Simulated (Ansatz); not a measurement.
The parent structure is TaS2 in the CdI2 type structure (space group P-3m1, No. 164; a = 3.331 Å, c = 5.785 Å; layered, stacked along the Cartesian z axis; relaxed with 0.1 eV smearing). Axes: x lies along a and z along c of the hexagonal cell.

The values are results of PBE-D3(BJ), PAW, 420 eV (Ansatz, a program for electronic structure; spin-orbit coupling left out), not measurements.

For the base:

The pressure is 0.0 GPa.

Perturbation: compressive biaxial strain of 1.86 % in the plane normal to [001], as in epitaxy on a mismatched substrate; the out-of-plane cell vector and the atoms relax.

Estimate the effect on the out-of-plane strain.

The out-of-plane strain comes out as +0.72 %.

How does this affect the pressure?

The pressure (mean of the normal stresses, compression positive) goes from zero to 2.8 GPa.

Stability against distortions was not tested. The final runs are not spin-polarised. An odd electron count without spin: TaS2.
